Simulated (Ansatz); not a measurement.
## CrSiTe3 (space group R-3, No. 148; ferromagnetic; a cell from a computed database, its experimental status unchecked; layered, stacked along the Cartesian z axis)

CrSiTe3 has the trigonal space group R-3, hexagonal axes (No. 148), Pearson symbol hR10. Cell: a = 6.808 Å, b = 6.808 Å, c = 20.874 Å, α = 90.00°, β = 90.00°, γ = 120.00°. Cr on 6c has 6 Te at 2.781 Å (octahedral). Si on 6c sees 1 Si at 2.273 Å and 3 Te at 2.521 Å (tetrahedral). Te on 18f is coordinated by 1 Si at 2.521 Å and 2 Cr at 2.781 Å (trigonal pyramidal). (Neighbours: up to the widest gap in distance over summed covalent radii, below 1.35, at either atom; cation-cation and far metal-metal contacts left out.)
(The calculation used a cell of 10 atoms; values per cell refer to that cell.)

Computed with r2SCAN+rVV10 (Ansatz, a quantum-chemistry and plane-wave program, PAW, no SOC). Γ-centred 6×6×6 mesh, Fermi–Dirac width 0.05 eV.

| Property | Value |
|---|---|
| Volume per atom | 27.93 Å³ |
| Density | 5.50 g/cm³ |
| Band gap | 0.71 eV (uncertain: the edges found on the path are not clean extrema) |
| Magnetic state | ferromagnetic |
| Total energy | -5000.120 eV/atom (σ→0; compares only within this code and set-up) |

Other magnetic orders, which the real material may have, were not ruled out. Spin-orbit coupling, missing from the scalar runs, can matter with Te. Whether these cells are dynamically stable was not tested.
